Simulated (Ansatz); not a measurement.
## Carrier doping in ZnSe

Consider ZnSe in the zinc blende structure (space group F-43m, No. 216).

```
ZnSe
1.0
    0.00000     2.86651     2.86651
    2.86651     0.00000     2.86651
    2.86651     2.86651     0.00000
Se Zn
1 1
Cartesian
  4.29976   4.29976   4.29976
  0.00000   0.00000   0.00000
```

Carriers are added at fixed cell with a uniform background; the Fermi–Dirac width is that of 300 K.

Computed with Ansatz (a program for electronic structure), PBE, PAW, cutoff 420 eV, scalar-relativistic without spin-orbit coupling, earlier PAW set.

Notes on the quantities. Fermi level from band edge: Fermi level relative to the doped band's edge (positive inside the band; to 0.05 eV).

```csv
hole density (10^21 cm⁻³),Fermi level from band edge (eV)
1,0.15
2,0.25
5,?
10,0.65
```

Fit E_F = C n^s, fitted as a line in log–log form (a parabolic band gives s = 2/3) to the rows shown and predict the withheld row.

Least squares on the printed values gives C = 0.15 eV, s = 0.63 (largest residual 0.01 eV); this predicts 0.43 eV, and the run gives 0.45 eV, in agreement.

Charged cell with a jellium background: band edges are those of the host's band count, energies are not comparable with the neutral cell, and many-body gap narrowing is missing. No phonon test of stability was made.
